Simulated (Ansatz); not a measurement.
## A constructed model of the (0001) surface of hcp Ru, a pseudomorphic layer of Co in the host's stacking (bottom of the slab: a bare face, its two planes held)

Calculation: PBE (plane waves to 420 eV, PAW; Ansatz, a first-principles code).

Slab: 7 atoms, 13.1 Å thick at the start with caps and adatoms (thin: gaps and levels are the slab's own); k 16x16x1, smearing 0.1 eV, dipole-corrected; 2 atoms held, the rest relaxed; held to the start's symmetry, so lower structures may exist; spin-polarised, ending with about 1.6 μB a cell; orders that need a larger cell were not tried, no spin-orbit, no U. In PBE it is, or lies within 0.01 eV a 1x1 cell of, the lowest of the 2 structures of its composition computed so far; subsurface sites and larger cells were not tried.

- work function of the top face = 4.59 eV
- energy released by relaxation = 0.36 eV
- magnetic moment of the cell = 1.64 μB
- cost = roughly 4 core-minutes
